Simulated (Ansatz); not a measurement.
An Ansatz (a quantum-chemistry and plane-wave program) input (DFT with PBE, PAW potentials and a 420 eV plane-wave cutoff in Ansatz, no spin-orbit coupling):

Ansatz 0.2 input:
```yaml
crystal:
  lattice:
    - [7.0247330341, 0, 0]
    - [0, 7.0247330341, 0]
    - [0, 0, 4.0615971]
  atoms:
    - { symbol: Ga, position: [0.3239428512, 0.6760571488, 0] }
    - { symbol: Ga, position: [0.6760571488, 0.3239428512, 0] }
    - { symbol: Ga, position: [0.8239428512, 0.8239428512, 0.5] }
    - { symbol: Ga, position: [0.1760571488, 0.1760571488, 0.5] }
    - { symbol: As, position: [0.3182297151, 0.3182297151, 0] }
    - { symbol: As, position: [0.6817702849, 0.6817702849, 0] }
    - { symbol: As, position: [0.1817702849, 0.8182297151, 0.5] }
    - { symbol: As, position: [0.8182297151, 0.1817702849, 0.5] }
basis: { ecutwfc: 420, ecutrho_ratio: 4, xc_grid: 2, fft_grid_basis: typed }
kpoints: { mp_grid: { grid: [5, 5, 8] } }
hamiltonian:
  xc: pbe
  dispersion: none
  pseudopotentials: { kind: paw }
scf: { occupations: { method: fermi_dirac, width: 0.05 }, convergence: { dr2_threshold: 0.0000000008 } }
output: { forces: true, stress: true }
checkpoint: { write: state.ck, write_every: 1000 }
```

Question: Which symmetry and how many k-points will the program report, and about how many plane waves at Γ?

Answer: Space group P42/mnm (ITA 136) with 16 operations, k-points 30 of 200, and 3929 plane waves at Γ.

Whether these cells are dynamically stable was not tested. The cell is GaAs (space group P4_2/mnm, No. 136; a hypothetical phase, not in the database extracts checked).
